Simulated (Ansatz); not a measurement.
Band structure of Ba2HfO4 (I4/mmm, 7 atoms in the cell).

```
Ba2HfO4
1.0
   -2.08030     2.08030     6.77790
    2.08030    -2.08030     6.77790
    2.08030     2.08030    -6.77790
Ba Hf O
2 1 4
Direct
  0.35256   0.35256   0.00000
  0.64744   0.64744   0.00000
  0.00000   0.00000   0.00000
  0.50000   0.00000   0.50000
  0.00000   0.50000   0.50000
  0.15461   0.15461   0.00000
  0.84539   0.84539   0.00000
```

Method: PBEsol, PAW files made with PBE (plane waves; Ansatz, a program for electronic structure).

Settings: kpoints.mp_grid.grid = 6 6 6; hamiltonian.xc = pbesol; hamiltonian.pseudopotentials = {kind: paw} (the program's default PAW files); scf.occupations.method = fixed; kpoints.band_path.npoints = 8.

The starting cell comes from a database of computed structures (which also holds hypothetical and non-ambient phases and stackings), without a prior relaxation at this level. Spin-orbit coupling is off.

Question: Predict the gap along the standard path and the places of the band edges.

Answer: The gap along the path is 3.32 eV, from a point between S and Γ to Z; the smallest direct gap on it is 3.50 eV.

Levels in eV from the top of the valence band on the path, bands 32 to 39:
```
point     32     33     34     35    36    37    38    39
-----  -----  -----  -----  -----  ----  ----  ----  ----
Γ      -0.92  -0.25  -0.25  -0.16  3.49  4.03  4.11  4.11
X      -0.47  -0.46  -0.42  -0.14  4.24  4.79  6.03  6.30
Y      -0.53  -0.47  -0.40  -0.15  4.28  4.79  6.11  6.29
S      -1.38  -0.61  -0.42  -0.28  5.10  5.15  5.47  6.04
Z      -0.99  -0.50  -0.18  -0.18  3.32  3.52  5.02  5.03
S1     -1.38  -0.61  -0.42  -0.28  5.10  5.15  5.47  6.04
N      -1.36  -0.63  -0.33  -0.26  5.05  5.11  5.49  6.12
P      -0.50  -0.42  -0.28  -0.28  4.50  4.50  6.01  6.36
Y1     -0.53  -0.47  -0.40  -0.15  4.28  4.79  6.11  6.29
```

Keys are those of Ansatz 0.2.
